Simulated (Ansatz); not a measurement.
The parent structure is Lu in the hcp (Mg type) structure (space group P6_3/mmc, No. 194; relaxed with 0.1 eV smearing).

```
Lu
1.0
    3.44317     0.00000     0.00000
   -1.72159     2.98188     0.00000
    0.00000     0.00000     5.36685
Lu
2
Direct
  0.66667   0.33333   0.75000
  0.33333   0.66667   0.25000
```

Cartesian axes are those of the cell as printed.

Calculations: Ansatz (a program for electronic structure), PBEsol, PAW, cutoff 420 eV, no spin-orbit coupling.

Strains are applied to the cell and any free atomic positions relax.

One change was made to it. Results:

| quantity | base | after |
|---|---|---|
| shortest interatomic distance | 3.340 Å | 3.330 Å |
| energy relative to the base (free energy F) | 0 meV/atom | +1.9 meV/atom |

Task: Which change produced these results?
(A) uniaxial strain ε_xx = −1.50 %
(B) uniaxial strain ε_xx = −2.50 %
(C) uniaxial strain ε_xx = −3.00 %
(D) uniaxial strain ε_xx = +0.50 %

Result: A, uniaxial strain ε_xx = −1.50 %. For comparison, the energy relative to the base in the other runs: uniaxial strain ε_xx = −3.00 % gives +8.0 meV/atom; uniaxial strain ε_xx = +0.50 % gives +0.2 meV/atom; uniaxial strain ε_xx = −2.50 % gives +5.5 meV/atom.

Whether these cells are dynamically stable was not tested.
